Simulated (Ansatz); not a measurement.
## Hypothetical rock salt BN: pressure series

The reference is BN in the rock salt structure (space group Fm-3m, No. 225; a = 3.503 Å; a hypothetical phase, not in the database extracts checked).

Cell and atoms are relaxed at each pressure.

Method: Ansatz (an electronic-structure program), PBE, PAW, cutoff 420 eV, scalar-relativistic without spin-orbit coupling.

```tsv
case	density	electron mass	band gap
base	3.83 g/cm³	1.6 mₑ along k, 0.33 mₑ across (at X)	1.13 eV
pressure −2 GPa	3.81 g/cm³	1.6 mₑ along k, 0.33 mₑ across (at X)	1.09 eV
pressure −1 GPa	3.82 g/cm³	1.6 mₑ along k, 0.33 mₑ across (at X)	1.11 eV
pressure 0.3 GPa	3.84 g/cm³	1.6 mₑ along k, 0.33 mₑ across (at X)	1.14 eV
pressure 0.7 GPa	3.84 g/cm³	1.7 mₑ along k, 0.33 mₑ across (at X)	1.14 eV
pressure 1.5 GPa	…	1.7 mₑ along k, 0.34 mₑ across (at X)	…
pressure 3 GPa	…	1.7 mₑ along k, 0.34 mₑ across (at X)	1.19 eV
pressure 5 GPa	3.88 g/cm³	–	1.23 eV
pressure 7.5 GPa	3.91 g/cm³	1.7 mₑ along k, 0.34 mₑ across (at X)	1.27 eV
pressure 10 GPa	3.93 g/cm³	1.8 mₑ along k, 0.34 mₑ across (at X)	1.32 eV
```

Task: Fill in the withheld entries from the trend.

Result: 
- pressure 1.5 GPa, density: 3.85 g/cm³
- pressure 1.5 GPa, band gap: 1.16 eV
- pressure 3 GPa, density: 3.86 g/cm³

Load acts through the strain it causes; cell and atoms are relaxed under it. Masses are band curvatures over ±0.01 Å⁻¹ around the edge. Along k means along the line from Γ to the band edge. Stability against distortions was not tested. Competing high-pressure phases were not computed.
